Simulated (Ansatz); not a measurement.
Abridged Ansatz (a program for electronic structure) output:

```
Relaxation: its limit of steps is 50 (relax.max_steps)
Pseudopotential: Cd, paw, valence charge 20
Crystal: 2 atoms, lattice volume = 43.712 Å³
Basis set: ecut = 420 eV, 835 PW (Γ), exchange–correlation on 40×40×80 points (8 copies of the dense FFT grid, shifted against one another)
Bands: 24, of which v1, the nominal top of the filled ones, is band 20 counted from 1 (19 counted from 0)
Symmetry: 24 space group operations
k-points: 312 of 4840
Functional: x = pbe(κ = 0.804, μ = 0.2195149727645171), c = pbe(β = 0.06672455060314922)
SCF iter   1: F=—  HF=-16508.884902 eV  |F-HF|=—  |Δ(HF+E_count)|=         —  Δρ=1.02e-3  dr2=5.64e-4  ethr=1.77e-3  ⟨swp⟩=5.6  Hψ=28585  notcnv=0
SCF iter   2: F=—  HF=-16508.885408 eV  |F-HF|=—  |Δ(HF+E_count)|=   5.06e-4  Δρ=6.76e-4  dr2=2.80e-4  ethr=1.41e-6  ⟨swp⟩=2.2  Hψ=13607  notcnv=0
SCF 1 converged in 6 iterations: F = -16508.885372 eV  dr2 = 1.54e-9
relax step   1: F+E_penalty+E_count = -16508.88537235 eV  Δ(F+E_penalty+E_count) = +0.000e0 eV  max|allowed force component| = 5.551e-17 eV/Å  Δτ_max = 0.0000 Å  P = +3.218 GPa  Ω = 43.712 Å³  fix = [a, b, gamma]  reactions: a +4.207, b +4.207 GPa  (6 SCF iters, dr2 threshold 1.00e-7 eV, accepted)
[... steps on the carried basis left out ...]
relax step   4: F+E_penalty+E_count = -16508.88997007 eV  Δ(F+E_penalty+E_count) = +6.299e-7 eV  max|allowed force component| = 1.440e-16 eV/Å  Δτ_max = 0.0000 Å  P = +2.061 GPa  Ω = 45.141 Å³  energy of the carried Pulay correction = -5.603e-4 eV  fix = [a, b, gamma]  reactions: a +3.086, b +3.086 GPa  (4 SCF iters, dr2 threshold 3.14e-8 eV, accepted)
Crystal: 2 atoms, lattice volume = 45.141 Å³
Basis set: ecut = 420 eV, 861 PW (Γ), exchange–correlation on 40×40×90 points (8 copies of the dense FFT grid, shifted against one another)
SCF iter   1: F=—  HF=-16508.890490 eV  |F-HF|=—  |Δ(HF+E_count)|=         —  Δρ=9.95e-5  dr2=8.08e-7  ethr=4.42e-9  ⟨swp⟩=3.4  Hψ=49163  notcnv=0
SCF iter   2: F=—  HF=-16508.890490 eV  |F-HF|=—  |Δ(HF+E_count)|=   3.20e-7  Δρ=4.83e-5  dr2=1.91e-7  ethr=2.02e-9  ⟨swp⟩=3.0  Hψ=16678  notcnv=0
SCF 5 converged in 7 iterations: F = -16508.890491 eV  dr2 = 3.15e-14
SCF converged after 7 iterations
Free energy (F): -16508.890491 eV
Internal energy: -16508.873219 eV  (E = F + TS)
E sigma→0 (E₀):  -16508.881855 eV
Entropy (-TS):   -0.017272 eV (-8.636 meV/atom)
Fermi energy:    13.875491 eV
--- Forces (eV/Å), atoms counted from 1 ---
  atom   1  Cd     0.00000000    -0.00000000     0.00000000
  atom   2  Cd    -0.00000000     0.00000000    -0.00000000
--- Stress (GPa, compression-positive) ---
        3.082355      -0.000000      -0.000000
       -0.000000       3.082355      -0.000000
       -0.000000      -0.000000      -0.002233
  P = ⅓ Tr σ = 2.0542 GPa (20.542 kbar)
--- Relaxed structure (4 steps of the walk, 4 accepted, 1 SCFs on fresh bases) ---
  cell:  # Å, volume = 45.1413 Å³
    - [2.938550856102823, -2.886756463171561e-11, -1.7463335907293528e-29]
    - [1.4692754280764115, 2.5448596916831216, 1.5393909863096549e-18]
    - [-2.556638563340971e-33, 3.5358344065530165e-18, 6.036388001589551]
  atoms:
    - { symbol: Cd, position: [0.6666666666666667, 0.6666666666666666, 0.7499999999999999] }
    - { symbol: Cd, position: [0.33333333333333337, 0.3333333333333333, 0.25] }
```

### Question
What was computed, and what are the main results?

### Answer
Cd, 2 atoms in the cell, with PBE, PAW, 420 eV (Ansatz; spin-orbit coupling left out). The last SCF converged to F = -16508.890491 eV, or -8254.4452 eV per atom, at a pressure of 2.05 GPa. The total energy compares only with runs of the same code, potentials and settings.

The cells carry an imposed strain or load. No phonon test of stability was made. The cell was made from Cd in the hcp (Mg type) structure (space group P6_3/mmc, No. 194) by this change: biaxial strain −3.00 %, plane normal [001], relaxed out of plane.

Keys are those of Ansatz 0.2.
